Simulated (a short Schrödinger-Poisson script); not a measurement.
Structure: symmetric double-gate stack, HfO2 on p-type Si(111), at 77 K.

```tsv
layer	material	thickness (nm)	Na (cm⁻³)
1	HfO2	3.9	-
2	Si	2	6e16
3	HfO2	3.9	-
```

Constants are typed, rounded textbook-type inputs, not results; the design itself was drawn at random and stands for no fabricated device. HfO2: permittivity 22, conduction-band edge (eV) 1.55, gap (eV) 5.7, electron mass (mₑ) 0.2. Si: permittivity 11.7, conduction-band edge (eV) 0, gap (eV) 1.124, Nv at 300 K (cm⁻³) 3.1e19.

Channel valleys (confinement mass, in-plane density-of-states mass, number): Δ6 0.258, 0.358, 6. At the gates, both at one voltage, the conduction-band edge of layer 1 lies 1.94 eV − eVg above the Fermi level of the channel. Gaps are held at their typed values at every temperature. Mesh 0.03 nm at interfaces.

From a short Schrödinger-Poisson script (our own, NumPy): 1D Poisson equation in equilibrium, electrons quantum, Hartree (BenDaniel-Duke, 12 states a valley, the channel's in-plane mass for all, wave functions ending at the dielectric), parabolic valleys, classical holes, full ionisation, no traps, pinning or gate leakage.

The same stack at other levels of the model or other numerical settings:

```json
[
 {"run": "base", "sheet density of all electrons at Vg = 1.1 V (cm⁻²)": "1.60e13", "capacitance of both gates at Vg = 1.1 V (μF/cm²)": "7.37", "rough cost against the base": "about 1"},
 {"run": "electrons treated as classical, Boltzmann", "sheet density of all electrons at Vg = 1.1 V (cm⁻²)": "(withheld)", "capacitance of both gates at Vg = 1.1 V (μF/cm²)": "(withheld)", "rough cost against the base": "0.1"},
 {"run": "electrons treated as classical, Fermi-Dirac", "sheet density of all electrons at Vg = 1.1 V (cm⁻²)": "3.33e13", "capacitance of both gates at Vg = 1.1 V (μF/cm²)": "(withheld)", "rough cost against the base": "0.3"},
 {"run": "mesh six times as coarse", "sheet density of all electrons at Vg = 1.1 V (cm⁻²)": "1.60e13", "capacitance of both gates at Vg = 1.1 V (μF/cm²)": "7.36", "rough cost against the base": "0.4"},
 {"run": "one subband a valley", "sheet density of all electrons at Vg = 1.1 V (cm⁻²)": "1.60e13", "capacitance of both gates at Vg = 1.1 V (μF/cm²)": "7.37", "rough cost against the base": "about 1"}
]
```

### Question
Some entries are withheld; supply them.

### Answer

- electrons treated as classical, Boltzmann, capacitance of both gates at Vg = 1.1 V (μF/cm²): 9.70
- electrons treated as classical, Boltzmann, sheet density of all electrons at Vg = 1.1 V (cm⁻²): 4.09e13
- electrons treated as classical, Fermi-Dirac, capacitance of both gates at Vg = 1.1 V (μF/cm²): 7.95

The classical rows ignore confinement, and Boltzmann statistics overrate the density once the band edge passes the Fermi level.
